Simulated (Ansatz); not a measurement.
We consider SiC (model structure, started from the NiAs type, P6₃/mmc, No. 194, 4 atoms in the cell), described by PBEsol (PAW; Ansatz, an electronic-structure program).

Run with plane-wave cutoff 520 eV, 18×18×12 k mesh (along the axes of the cell as run), Fermi–Dirac smearing 0.05 eV, scalar-relativistic PAW data made under PBE.

Cell (relaxed at this level):

```cif
data_C2Si2
_chemical_formula_sum 'Si2 C2'
_space_group_name_H-M_alt 'P 1'
_space_group_IT_number 1
_cell_length_a 2.85179
_cell_length_b 2.85179
_cell_length_c 4.73775
_cell_angle_alpha 90.000
_cell_angle_beta 90.000
_cell_angle_gamma 120.000
loop_
_space_group_symop_operation_xyz
  'x, y, z'
loop_
_atom_site_label
_atom_site_type_symbol
_atom_site_fract_x
_atom_site_fract_y
_atom_site_fract_z
_atom_site_occupancy
Si1 Si 0.00000 0.00000 0.00000 1
Si2 Si 0.00000 0.00000 0.50000 1
C1 C 0.33333 0.66667 0.25000 1
C2 C 0.66667 0.33333 0.75000 1
```

Problem. Give the computed bulk modulus.

Solution. 
* **bulk modulus**: 259 GPa

The run finds no gap.

Note: the bulk modulus is −V dP/dV from two relaxed cells at ±2 % in volume; the relaxation could raise the start's symmetry but not lower it, so the cell can be a saddle point.

Computing time: roughly 100 core-seconds.

A model structure was made by putting elements into a prototype or built by hand; it is no filed structure, need not be a known phase, and can be a saddle point held by its symmetry.
